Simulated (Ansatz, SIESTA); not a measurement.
Code comparison for LaAl5Ni2 (P1, 8 atoms in the cell)

Self-consistent single point, at a second geometry (atoms moved at random). First geometry:

```yaml
crystal:
  lattice:
    - [-2.00227, 3.50710, 4.82543]
    - [2.00227, -3.50710, 4.82543]
    - [2.00227, 3.50710, -4.82543]
  atoms:
    - { symbol: La, position: [0.00000, 0.00000, 0.00000] }
    - { symbol: Al, position: [0.50000, 0.00000, 0.50000] }
    - { symbol: Al, position: [0.84934, 0.66072, 0.18862] }
    - { symbol: Al, position: [0.15066, 0.33928, 0.81138] }
    - { symbol: Al, position: [0.47210, 0.66072, 0.81138] }
    - { symbol: Al, position: [0.52790, 0.33928, 0.18862] }
    - { symbol: Ni, position: [0.73572, 0.23572, 0.50000] }
    - { symbol: Ni, position: [0.26428, 0.76428, 0.50000] }
```

Second geometry:
```
CELL_PARAMETERS angstrom
     -2.00227     3.50710     4.82543
      2.00227    -3.50710     4.82543
      2.00227     3.50710    -4.82543
ATOMIC_POSITIONS crystal
  La 0.99360 0.99517 0.99283
  Al 0.48733 0.99749 0.49080
  Al 0.85613 0.66309 0.18577
  Al 0.14439 0.34146 0.81741
  Al 0.47661 0.64952 0.80347
  Al 0.52737 0.34441 0.19329
  Ni 0.75181 0.24115 0.51016
  Ni 0.26277 0.76771 0.50629
```

Shared settings, as Ansatz (a first-principles code) writes them: kpoints.mp_grid.grid = 5 5 5; scf.occupations.method = gaussian; scf.occupations.width = 0.272 eV. Potentials and cutoffs stand in the table.

| code | model | ΔF from the first geometry (meV/atom) | pressure (GPa) | largest force (eV/Å) | cutoff |
|---|---|---|---|---|---|
| Ansatz | PBEsol, PAW files made with PBE | 13.7 | -0.63 | 1.082 | default |
| SIESTA | GGA PBEsol, numerical atomic orbitals DZP, PseudoDojo PBEsol standard norm-conserving potentials (rewritten from UPF to PSML) | 16.1 | -0.62 | 1.221 | grid 300 Ry |

Size of the force on each atom (eV/Å): Sizes of forces hide their directions.

```
code      La1    Al2    Al3    Al4    Al5    Al6    Ni7    Ni8
------  -----  -----  -----  -----  -----  -----  -----  -----
Ansatz  0.152  0.605  0.486  0.663  0.428  0.236  1.082  0.248
SIESTA  0.178  0.632  0.539  0.711  0.461  0.257  1.221  0.318
```

On Ansatz's run: spin polarisation is off.

The spread over the programs that give each value: ΔF from the first geometry within 2.4 meV/atom; pressure within 0.01 GPa; largest force within 0.139 eV/Å.

SIESTA uses small atom-centred bases, whose incompleteness enters pressures, forces and empty levels differently from a plane-wave cutoff. Ansatz's pressure is given at a fixed set of plane waves, as the other plane-wave codes print theirs.

The starting cell comes from a database of computed structures (which also holds hypothetical and non-ambient phases and stackings), without a prior relaxation at this level. For this run, on top of that: atoms moved at random.

Left out of this page: CP2K (unsound by tests on forces, stress, charge or solver warnings).

Keys are those of Ansatz 0.2.
